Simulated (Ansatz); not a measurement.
Output of an Ansatz run (abridged):

```
WARN the atoms were moved onto the symmetric positions of the space group found under crystal.symmetry.tolerance 1.0e-5 (fractional …
Pseudopotentials: kind: paw
Pseudopotential: Mg, paw, valence charge 10
Crystal: 2 atoms, lattice volume = 44.343 Å³
Basis set: ecut = 620.4196064085264 eV, 1545 PW (Γ), exchange–correlation on 54×54×90 points (8 copies of the dense FFT grid, shifted against one another)
Bands: 14, of which v1, the nominal top of the filled ones, is band 10 counted from 1 (9 counted from 0)
Symmetry: 24 space group operations
Space group: P63/mmc (ITA 194), of the structure as read, at distance tolerance 3.5e-5 Å
k-points: 150 of 2304
Initial density: superposition of atomic densities (chi_scale 0.1, normalization cell)
Initial wavefunctions: pseudopotential atomic-orbital guess
Eigensolver: davidson
Functional: x = pbe(κ = 0.804, μ = 0.2195149727645171), c = pbe(β = 0.06672455060314922)
SCF iter   1: F=—  HF=-3847.685388 eV  |F-HF|=—  |Δ(HF+E_count)|=         —  Δρ=1.34e-2  dr2=9.66e-2  ethr=3.10e-3  ⟨swp⟩=5.7  Hψ=10970  notcnv=0
all-band conjugate gradients solve this SCF's bands
preconditioner: auto → none
SCF iter   2: F=—  HF=-3847.681474 eV  |F-HF|=—  |Δ(HF+E_count)|=   3.91e-3  Δρ=9.56e-3  dr2=4.98e-2  ethr=4.83e-4  ⟨swp⟩=1.3  Hψ=3350  notcnv=0
SCF iter   3: F=—  HF=-3847.673446 eV  |F-HF|=—  |Δ(HF+E_count)|=   8.03e-3  Δρ=1.91e-3  dr2=2.10e-3  ethr=2.49e-4  ⟨swp⟩=2.0  Hψ=2572  notcnv=0
SCF iter   4: F=—  HF=-3847.672792 eV  |F-HF|=—  |Δ(HF+E_count)|=   6.54e-4  Δρ=1.22e-4  dr2=1.84e-6  ethr=1.05e-5  ⟨swp⟩=2.1  Hψ=2843  notcnv=0
SCF iter   5: F=—  HF=-3847.672788 eV  |F-HF|=—  |Δ(HF+E_count)|=   3.80e-6  Δρ=4.43e-5  dr2=2.82e-7  ethr=5.00e-10  ⟨swp⟩=6.6  Hψ=10264  notcnv=0
SCF iter   6: F=-3847.672788 eV  HF=-3847.672788 eV  |F-HF|=3.62e-8  |Δ(HF+E_count)|=   2.64e-7  Δρ=1.22e-5  dr2=2.13e-8  ethr=5.00e-10  ⟨swp⟩=5.0  Hψ=8195  notcnv=0
SCF 1 converged in 6 iterations: F = -3847.672788 eV  dr2 = 2.13e-8
SCF converged after 6 iterations
Free energy (F): -3847.672788 eV
Harris-Foulkes:  -3847.672788 eV  (|F-HF|=3.62e-8)
Internal energy: -3847.643553 eV  (E = F + TS)
E sigma→0 (E₀):  -3847.658171 eV
Entropy (-TS):   -0.029234 eV (-14.617 meV/atom)
Fermi energy:    5.915213 eV
--- Per-component energies (eV) ---
  E_band       = -709.379427
  E_kinetic    = 376.653449
  E_local      = -3041.413829  (includes V_loc(G=0)·N_el)
  E_nonlocal   = -206.307478
  E_hartree    = 1166.166551
  E_xc         = -108.932231
  E_vxc        = -140.782985  (∫ρ·V_xc dr)
  E_paw        = -553.442725  (= ΣΔE_a)
  E_vpaw       = -29.870879  (= ΣTr[D̂ρ^β])
  E_aug_tail   = -0.000086  (compensation charges beyond the density's cutoff)
  E_ewald      = -1480.367204
  E_smearing   = -0.029234  (= −TS)
  E_closure    = 0.000000  (closes the sum)
  Σ components = -3847.672788   (vs F -3847.672788, Δ=0.00e0)
--- Forces (eV/Å), atoms counted from 1 ---
  atom   1  Mg     0.00000000    -0.00000000     0.00000000
  atom   2  Mg    -0.00000000     0.00000000    -0.00000000
  max |Σ_I F_I| component: 0.00e0 eV/Å
--- Stress (GPa, compression-positive) ---
        1.384679      -0.000000       0.000000
       -0.000000       1.384679       0.000000
        0.000000       0.000000       1.315791
  P = ⅓ Tr σ = 1.3617 GPa (13.617 kbar)
  The stress holds the Pulay correction. Without it, at fixed plane waves, as pw.x and ABINIT print it: P = 1.3555 GPa
--- Band table (eV; the first three rows and the last of 150) ---
  k-point 0: bands = ["-70.0501", "-70.0465", "-36.8250", "-36.7922", "-36.7922", "-36.7876", "-36.7866", "-36.7866", "-1.1786", "4.1775", "4.6788", "17.0282", "17.0282", "17.2105"]
  k-point 1: bands = ["-70.0500", "-70.0466", "-36.8239", "-36.7920", "-36.7920", "-36.7888", "-36.7867", "-36.7867", "-1.1074", "3.2520", "5.7262", "17.0831", "17.0831", "17.2308"]
  k-point 2: bands = ["-70.0496", "-70.0469", "-36.8207", "-36.7920", "-36.7915", "-36.7915", "-36.7872", "-36.7872", "-0.8942", "2.2394", "7.1045", "15.5785", "17.2429", "17.2429"]
  k-point 149: bands = ["-70.0459", "-70.0458", "-36.8167", "-36.8165", "-36.8087", "-36.8069", "-36.7948", "-36.7944", "5.5153", "5.9362", "6.6028", "6.9028", "7.7652", "7.8961"]
```

The structure:

```xyz
2
Lattice="3.1612 0.0000 0.0000 -1.5806 2.7377 0.0000 0.0000 0.0000 5.1237" Properties=species:S:1:pos:R:3 pbc="T T T"
Mg     0.0000     1.8251     1.2809
Mg     1.5806     0.9126     3.8428
```

### Question
Reconstruct the input of this run.

### Answer
Other spellings and defaults could give the same log, and not every line can be read from it. The input that was run (DFT, PBE, plane waves, harder PAW files (source: ansatz)):

Ansatz 0.2 input:
```yaml
# Mg
crystal:
  lattice:
    - [3.16123500, 0.00000000, 0.00000000]
    - [-1.58061800, 2.73771000, 0.00000000]
    - [0.00000000, 0.00000000, 5.12372000]
  atoms:
    - { symbol: Mg, position_ang: [-0.00000191, 1.82514091, 1.28093000] }
    - { symbol: Mg, position_ang: [1.58061891, 0.91256909, 3.84279000] }
basis:
  ecutwfc: 45.6 Ry
kpoints:
  mp_grid: { grid: [16, 16, 9] }
hamiltonian:
  xc: pbe
  pseudopotentials: { kind: paw, source: ansatz }
scf:
  occupations: { method: fermi_dirac, width: 0.0073 Ry }
output:
  forces: true
  eigenvalues: true
  stress: true
```

The starting cell comes from a database of computed structures (which also holds hypothetical and non-ambient phases and stackings), without a prior relaxation at this level. Its lattice was rescaled by a random factor within 2.5 % of one. Ansatz's pressure includes its estimate of the finite-basis (Pulay) stress.

Ansatz is a quantum-chemistry and plane-wave program.
